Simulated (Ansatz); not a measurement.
# Band gap of LiSrH₃ (model structure, started from the BaLiH3 type, Pm-3m, No. 221, 5 atoms in the cell) at several levels of theory

No measured value is used here.

```csv
level (code),value (eV)
LDA (Ansatz),1.50
PBE (Ansatz),(withheld)
r²SCAN (Ansatz),2.44
PBE0 (Ansatz),3.47
G0W0@PBEsol (Ansatz),3.53
```

What belongs in the gaps?


- PBE (Ansatz, an electronic-structure program), value (eV): 1.87

Computed values are for a static lattice. Spin–orbit coupling is included only where a level's name says +SOC; with heavier elements it mostly lowers gaps and can invert bands.  Values are at the PBEsol cell. Cutoffs and k meshes differ between the levels. Ansatz's density-functional and Hartree–Fock values are scalar-relativistic unless marked +SOC, with PAW data made under PBE.

A model structure was made by putting elements into a prototype or built by hand; it is no filed structure, need not be a known phase, and can be a saddle point held by its symmetry.
